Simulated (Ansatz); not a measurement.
**HgS: thickness series**

The reference is HgS in the zinc blende structure (space group F-43m, No. 216).

```yaml
crystal:
  lattice:
    - [0.00000, 2.93799, 2.93799]
    - [2.93799, 0.00000, 2.93799]
    - [2.93799, 2.93799, 0.00000]
  atoms:
    - { symbol: Hg, position: [0.00000, 0.00000, 0.00000] }
    - { symbol: S, position: [0.75000, 0.75000, 0.75000] }
```

Cartesian axes are those of the cell as printed.

Free-standing slabs (2 atom(s) a layer) normal to [110] with 15 Å of vacuum; in-plane cell held at bulk.

Computed with PBEsol (Ansatz, an electronic-structure program; PAW; 420 eV plane waves; spin-orbit coupling left out), earlier PAW set.

Base values:

| Quantity | Result |
|---|---|
| Band gap | zero |

Problem. The aim is a band gap between 1.15 eV and 1.24 eV. Which of these changes reaches it?
A. 5 layers
B. 1 layer
C. 3 layers
D. 2 layers

Solution. D, 2 layers. It gives 1.18 eV; 5 layers gives 0.50 eV; 1 layer gives 1.97 eV; 3 layers gives 0.84 eV. Changes not listed may reach it too

Spin-orbit coupling, missing from the scalar runs, can matter with Hg. No phonon test of stability was made. All final runs are without spin polarisation. The zero or small gap of HgS can change with the level of theory.
